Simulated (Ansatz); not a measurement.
For CdO (model structure, started from the WC type, P-6m2, No. 187, 2 atoms in the cell), PBEsol (Ansatz, a program for electronic structure, plane waves, PAW) gives:

| Property | Result |
|---|---|
| lattice parameter a | 3.196 Å |
| c axis length | 2.935 Å |
| formation enthalpy | -0.922 eV/atom |

Problem. What does PBE-D3(BJ) (PAW; Ansatz) give for the same quantities?

Solution. 
- lattice constant a: 3.220 Å (rises by 0.8 %)
- lattice parameter c: 2.960 Å (rises by 0.9 %)
- formation enthalpy: -0.925 eV/atom (moves by -0.003 eV/atom)

Changes are worked out from the printed values.

Unless a cell is named, each level is at its own relaxed cell (PBEsol 12.98, PBE-D3(BJ) 13.29 Å³/atom).

Ansatz's density-functional and Hartree–Fock values are scalar-relativistic unless marked +SOC, with PAW data made under PBE.

A model structure was made by putting elements into a prototype or built by hand; it is no filed structure, need not be a known phase, and can be a saddle point held by its symmetry.
